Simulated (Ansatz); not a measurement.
**Volume per atom of PdGe₂ (model structure, started from the CrSi2 type, P6₂22, No. 180, 9 atoms in the cell) at several levels of theory**

No measured value is used here.

| level (code) | value (Å³/atom) |
|---|---|
| PBE (Ansatz) | 17.24 |
| PBEsol (Ansatz) | ___ |
| PBE-D3(BJ) (Ansatz) | 16.51 |

Problem. Complete the blanks.

Solution. 
- PBEsol (Ansatz, a program for electronic structure), value (Å³/atom): 16.39

Ansatz's density-functional and Hartree–Fock values are scalar-relativistic unless marked +SOC, with PAW data made under PBE.

A model structure was made by putting elements into a prototype or built by hand; it is no filed structure, need not be a known phase, and can be a saddle point held by its symmetry.
